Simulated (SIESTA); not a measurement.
Band structure of Ta4N3 (I4/mmm, 7 atoms in the cell).

```
CELL_PARAMETERS angstrom
     -2.16794     2.16794     4.24165
      2.16794    -2.16794     4.24165
      2.16794     2.16794    -4.24165
ATOMIC_POSITIONS crystal
  Ta 0.00000 0.50000 0.50000
  Ta 0.50000 0.00000 0.50000
  Ta 0.26382 0.26382 0.00000
  Ta 0.73618 0.73618 0.00000
  N  0.75000 0.25000 0.50000
  N  0.25000 0.75000 0.50000
  N  0.00000 0.00000 0.00000
```

Method of the run: GGA PBEsol, numerical atomic orbitals DZP, PseudoDojo PBEsol standard norm-conserving potentials (rewritten from UPF to PSML) in SIESTA.

Settings: XC.functional = GGA; XC.authors = PBEsol; potentials = PseudoDojo PBEsol standard; PAO.BasisSize = DZP; PAO.EnergyShift = 0.005 Ry; MeshCutoff = 400 Ry; kgrid.MonkhorstPack = 7 7 7; OccupationFunction = MP; OccupationMPOrder = 0; ElectronicTemperature = 0.1 eV; MaxSCFIterations = 150; SCF.Mixer.Method = Pulay; SCF.Mixer.Weight = 0.1; SCF.Mixer.History = 6.

The starting cell comes from a database of computed structures (which also holds hypothetical and non-ambient phases and stackings), without a prior relaxation at this level. Its lattice was rescaled by a random factor within 2.5 % of one. Spin-orbit coupling is off. Spin polarisation is off; with an odd number of electrons in the cell that forces a metal, and a magnetic state may lie lower. Values carry the incompleteness of an atom-centred basis.

Levels in eV from the Fermi level, bands 30 to 35:
```json
[
 {"point": "Γ", "30": "-3.80", "31": "-1.36", "32": "-1.36", "33": "-1.00", "34": "-0.58", "35": "-0.58"},
 {"point": "X", "30": "-2.01", "31": "-1.63", "32": "-1.52", "33": "1.29", "34": "1.33", "35": "1.58"},
 {"point": "Y", "30": "-2.54", "31": "-1.69", "32": "-1.15", "33": "-0.52", "34": "1.00", "35": "1.54"},
 {"point": "S", "30": "-3.66", "31": "-1.81", "32": "-1.64", "33": "-0.52", "34": "-0.48", "35": "0.96"},
 {"point": "Z", "30": "-3.92", "31": "-3.89", "32": "-3.89", "33": "-2.90", "34": "0.85", "35": "0.85"},
 {"point": "S1", "30": "-3.66", "31": "-1.81", "32": "-1.64", "33": "-0.52", "34": "-0.48", "35": "0.96"},
 {"point": "N", "30": "-2.85", "31": "-1.68", "32": "-1.30", "33": "-0.40", "34": "0.02", "35": "0.67"},
 {"point": "P", "30": "-1.84", "31": "-1.74", "32": "-1.34", "33": "1.67", "34": "1.67", "35": "2.00"},
 {"point": "Y1", "30": "-2.54", "31": "-1.69", "32": "-1.15", "33": "-0.52", "34": "1.00", "35": "1.54"}
]
```

Bands cross the Fermi level along this path, so the cell is metallic at this level.

Higher empty bands are left out: an atom-centred basis made for the valence describes them poorly.
